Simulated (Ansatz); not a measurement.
**ZnCu2SnS4 under a change: Zn → Re**

The parent structure is ZnCu2SnS4 (space group I-4, No. 82; a = 5.414 Å, c = 10.822 Å).

It is then changed as follows: Re takes the place of Zn on all its sites, then cell and atoms are relaxed.

Level of theory: r2SCAN (Ansatz, a first-principles code), no spin-orbit coupling. k-mesh 12×12×12 (Γ-centred); smearing 0.05 eV (Fermi–Dirac), for the changed cell.

```tsv
quantity	base	changed	shift
density	4.60 g/cm³	5.65 g/cm³	+1.05 g/cm³
lattice parameter a	5.414 Å	5.457 Å	+0.0425 Å
c/a ratio	1.999	2.025	+0.0267
space group	I-4 (No. 82)	I-4 (No. 82)	–
shortest interatomic distance	2.299 Å	2.254 Å	-0.0457 Å
band gap	0.47 eV	zero	–
```

Whether these cells are dynamically stable was not tested. As relaxed here, Cu2ReSnS4 is a hypothetical phase, not in the database extracts checked. All final runs are without spin polarisation. An odd electron count without spin: Cu2ReSnS4. Cu2ReSnS4 has a high density of states at the Fermi level and may be magnetic at this level.
